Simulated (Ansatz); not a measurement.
Consider Pd in the fcc (Cu type) structure (space group Fm-3m, No. 225).

```cif
data_Pd4
_chemical_formula_sum 'Pd4'
_space_group_name_H-M_alt 'Fm-3m'
_space_group_IT_number 225
_space_group_name_Hall '-F 4 2 3'
_cell_length_a 3.87574
_cell_length_b 3.87574
_cell_length_c 3.87574
_cell_angle_alpha 90.000
_cell_angle_beta 90.000
_cell_angle_gamma 90.000
loop_
_atom_site_label
_atom_site_type_symbol
_atom_site_symmetry_multiplicity
_atom_site_Wyckoff_symbol
_atom_site_fract_x
_atom_site_fract_y
_atom_site_fract_z
_atom_site_occupancy
Pd1 Pd 4 a 0.00000 0.00000 0.00000 1
```
(The calculation used a cell of 1 atom; values per cell refer to that cell.)

Level of theory: PBEsol, PAW, 420 eV (Ansatz, a program for electronic structure; spin-orbit coupling left out).

Base values:

| Property | Result |
|---|---|
| Lattice parameter a | 3.876 Å |

Modification: Ir takes the place of Pd on all its sites, then cell and atoms are relaxed.

Tabulated Pauling electronegativity and covalent radius: Pd 2.20, 1.39 Å; Ir 2.20, 1.41 Å.

Problem. Predict the new lattice parameter a.

Solution. The lattice parameter a falls by 0.0453 Å (3.876 Å → 3.830 Å).

Whether these cells are dynamically stable was not tested. All final runs are without spin polarisation.
